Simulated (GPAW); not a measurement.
Input and output of a self-consistent single point for MgMnCoO4 (P2/m, 7 atoms in the cell) (GPAW).

Method of the run: LDA (Perdew-Wang 92)+U, GPAW PAW datasets LDA (gpaw-data 1.0.1) (plane waves; GPAW 25.7.0).

The change in words: lattice scaled by 1.03; ecut: 900 eV → 540 eV. Reference geometry:
```
CELL_PARAMETERS angstrom
      5.12457     0.00000     0.00000
      0.00000     2.84988     0.00000
     -0.67090     0.00000     5.56293
ATOMIC_POSITIONS crystal
  Mg 0.50000 0.50000 0.00000
  Mn 0.50000 0.00000 0.50000
  Co 0.00000 0.50000 0.00000
  O  0.79175 0.00000 0.11793
  O  0.20825 0.00000 0.88207
  O  0.33513 0.50000 0.30680
  O  0.66487 0.50000 0.69320
```
Moments meant for the start (each program seeds them in its own way; μB, in the order of the atoms Mg Mn Co O O O O): 0.0 4.0 3.0 0.0 0.0 0.0 0.0.

Reference input (self-consistent single point, DFT LDA (Perdew-Wang 92)+U, plane waves, GPAW PAW datasets LDA (gpaw-data 1.0.1)): spinpol = true; mode = pw; ecut = 900 eV; xc = LDA; setups = {Mn: :d,3.9, Co: :d,3.32}; kpts = 3 7 3; mesh shift (steps) = 0 0 0; occupations.name = fermi-dirac; occupations.width = 0.01 eV; nbands = -6; convergence.bands = -4; symmetry.symmorphic = false. This run's input differs from it in these lines:

```diff
@@ -5,12 +5,12 @@
 atoms = Atoms(['Mg', 'Mn', 'Co', 'O', 'O', 'O', 'O'],
-              cell=[[5.124570, 0.000000, 0.000000],
-                    [0.000000, 2.849880, 0.000000],
-                    [-0.670903, 0.000000, 5.562930]],
-              positions=[[2.562285, 1.424940, 0.000000],
-                         [2.226834, 0.000000, 2.781465],
-                         [0.000000, 1.424940, 0.000000],
-                         [3.978259, 0.000000, 0.656036],
-                         [0.475408, 0.000000, 4.906894],
-                         [1.511564, 1.424940, 1.706707],
-                         [2.942103, 1.424940, 3.856223]],
+              cell=[[5.278307, 0.000000, 0.000000],
+                    [0.000000, 2.935376, 0.000000],
+                    [-0.691030, 0.000000, 5.729818]],
+              positions=[[2.639153, 1.467688, 0.000000],
+                         [2.293639, 0.000000, 2.864909],
+                         [0.000000, 1.467688, 0.000000],
+                         [4.097606, 0.000000, 0.675717],
+                         [0.489671, 0.000000, 5.054101],
+                         [1.556911, 1.467688, 1.757908],
+                         [3.030366, 1.467688, 3.971910]],
               pbc=True)
@@ -20,3 +20,3 @@
 calc = GPAW(spinpol=True,
-            mode=PW(900),
+            mode=PW(540),
             xc='LDA',
```

The program printed (abridged):

```
     iter     time        total  log10-change:  magmom
                         energy   eigst   dens
iter:   1 --:--:--   -55.837088   +0.37           +7.0058
iter:   2 --:--:--   -53.985657   -0.45  -0.98    +8.9006
iter:   3 --:--:--   -52.236281   -0.26  -1.05    +8.8067
iter:   4 --:--:--   -51.331903   -1.28  -1.37    +9.0319
iter:   5 --:--:--   -51.428373   -1.11  -1.29    +9.0145
   [... 16 lines left out ...]
iter:  22 --:--:--   -51.466813   -2.09  -1.93    +5.9115
iter:  23 --:--:--   -51.601861   -2.27  -1.95    +5.9972
iter:  24 --:--:--   -51.676550   -2.56  -1.96    +5.9999
   [... lines left out ...]
iter:  91 --:--:--   -51.809479c  -6.28  -4.06c   +6.0000
iter:  92 --:--:--   -51.809467c  -7.14  -4.23c   +6.0000
iter:  93 --:--:--   -51.809424c  -6.84  -4.12c   +6.0000
iter:  94 --:--:--   -51.809472c  -7.30  -4.04c   +6.0000
iter:  95 --:--:--   -51.809515c  -6.64  -4.13c   +6.0000
   [... 2 lines left out ...]
iter:  98 --:--:--   -51.809560c  -6.53  -4.73c   +6.0000
iter:  99 --:--:--   -51.809584c  -6.81  -4.88c   +6.0000
iter: 100 --:--:--   -51.809614c  -6.35  -4.72c   +6.0000
iter: 101 --:--:--   -51.809566c  -6.63  -4.39c   +6.0000
iter: 102 --:--:--   -51.809577c  -7.86c -4.17c   +6.0000
Converged after 102 iterations.

Dipole moment: (0.000001, 0.000000, -0.000000) |e|*Ang

Total magnetic moment: (0.000000, 0.000000, 6.000000)
Local magnetic moments:
   0 Mg ( 0.000000,  0.000000,  0.004739)
   1 Mn ( 0.000000,  0.000000,  3.894398)
   2 Co ( 0.000000,  0.000000,  2.013810)
   3 O  ( 0.000000,  0.000000, -0.047121)
   4 O  ( 0.000000,  0.000000, -0.047121)
   5 O  ( 0.000000,  0.000000, -0.015539)
   6 O  ( 0.000000,  0.000000, -0.015539)

Energy contributions relative to reference atoms: (reference = -82832.600968)

Kinetic:        +26.602614
Potential:      -26.999008
External:        +0.000000
XC:             -51.682050
Entropy (-ST):   -0.000000
Local:           +0.268867
SIC:             +0.000000
--------------------------
Free energy:    -51.809577
Extrapolated:   -51.809577

   [... lines left out ...]
Fermi level: 2.88750
Gap: 0.644 eV
Direct gap: 0.854 eV
   [... lines left out ...]
  1 Mn    0.00000    0.00000    0.00000
  2 Co    0.00000    0.00000    0.00000
  3 O     0.49348    0.00000   -0.90374
  4 O    -0.49348    0.00000    0.90374
  5 O     0.98746    0.00000    0.43651
  6 O    -0.98746    0.00000   -0.43651

Stress tensor:
     0.167167     0.000000     0.010311
     0.000000     0.214435     0.000000
     0.010311     0.000000     0.162877
Stress (GPa, Voigt): [26.7831 34.3562 26.0957  0.      1.6521  0.    ]
```

The run converged in 102 iterations. GPAW prints stress with tension positive. Against the reference run the free energy rises by 240 meV/atom, the largest force goes from 0.512 to 1.080 eV/Å, the gap on the mesh goes from 0.791 to 0.644 eV and the size of the net moment stays at 0.86 μB/atom.

At such cutoffs GPAW's stress carries a finite-basis (Pulay) error, which enters relaxed cells too; its log prints stress with tension positive.

The starting cell comes from a database of computed structures (which also holds hypothetical and non-ambient phases and stackings), without a prior relaxation at this level. For this run, on top of that: lattice scaled by 1.03. The magnetic order is the one reached from the typed start; others were not searched systematically. With U or open f shells several self-consistent states can exist. Forces in this geometry exceed 1 eV/Å.

Cost on one core of a shared machine: roughly 6 min.
